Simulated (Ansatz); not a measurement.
# wurtzite GaN: the defect Gd_Ga

These are PBE, PAW (plane waves to 420 eV; Ansatz, an electronic-structure program) values and carry that method's errors. Cell: 96 sites, 3×2×2; final energies on a 2×2×2 shifted mesh. Site at the start: the Ga site. Finite-size correction: monopole term and site-potential alignment. Dielectric constants: PBE linear response of the host. Host gap at this level: 1.71 eV. These values are not converged in cell size to better than tenths of an eV. Levels are measured in PBE's own, too narrow, gap. Spin–orbit coupling is left out, and no Hubbard U is applied to the open shells. Each state is the lowest found from its start.

Formation energies E_f are given with the Fermi level at the valence-band maximum. Chemical conditions: Ga-rich (Δμ(Ga) = 0.00 eV, Δμ(Gd) = -2.33 eV, bounded by GdGa6 (P4/nbm); only phases computed here count, gases as isolated molecules at 0 K); N-rich (Δμ(Ga) = -0.88 eV, Δμ(Gd) = -3.12 eV, bounded by GdN (Fm-3m); only phases computed here count, gases as isolated molecules at 0 K). Reference phases: Ga: alpha gallium, Gd: hcp Gd, ferromagnetic.

```tsv
charge	moment (μB)	largest move off a lattice site (Å)	image correction with alignment (eV)	E_f, Ga-rich (eV)	E_f, N-rich (eV)
+1†	fractional	0.28	0.32	–	–
0	7.0	0.27	0.00	1.71	1.62
−1†	6.0	0.28	-0.10	–	–
```

† Not settled in this cell, so no level is given: charge +1: fractional moment, a level filled in part, carriers not clearly localised, level within 0.1 eV of a band edge or past it; charge −1: carriers not clearly localised, level within 0.1 eV of a band edge or past it.

Starting moments that weren't kept: charge +1 began with 6 μB and ended with 7.4.

Flagged in the runs: a host whose relaxation on this sampling wasn't shown to rest, a strain field that reaches the edge of the cell.
